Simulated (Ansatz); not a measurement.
Start from AlN in the wurtzite structure (space group P6_3mc, No. 186; a = 3.1298 Å, c = 5.0173 Å).

(Cell as relaxed with PBE.)

Levels (all Ansatz, a program for electronic structure, PAW, earlier PAW set): PBE (420 eV, scalar-relativistic without spin-orbit coupling); r2SCAN (500 eV, spin-orbit coupling left out).

Each level relaxes its own structure.

```json
[
 {"base": "volume per atom", "PBE": "10.64 Å³", "r2SCAN": "10.40 Å³"},
 {"base": "lattice parameter a", "PBE": "313.0 pm", "r2SCAN": "310.7 pm"},
 {"base": "band gap", "PBE": "4.04 eV", "r2SCAN": "4.87 eV"}
]
```

Perturbation: a hydrostatic pressure of 4.5 GPa.

```csv
quantity,PBE,r2SCAN
band gap,4.22 eV,5.05 eV
"valence-band top at Γ (three highest levels, from the VBM)","0.00, -0.22, -0.22 eV","0.00, -0.25, -0.25 eV"
volume per atom,10.41 Å³,10.19 Å³
```

PBE's band gap lies 0.83 eV below r2SCAN's; PBE's volume per atom lies 0.22 Å³ above r2SCAN's (2.1 %). Neither level is exact; r2SCAN is the comparison here, not a measurement.

Load acts through the strain it causes; cell and atoms are relaxed under it. No phonon test of stability was made. Tetrahedral semiconductors of this kind turn to denser phases somewhere between about 1 and 50 GPa; those were not computed, so compressed cells here can lie past the real transition.
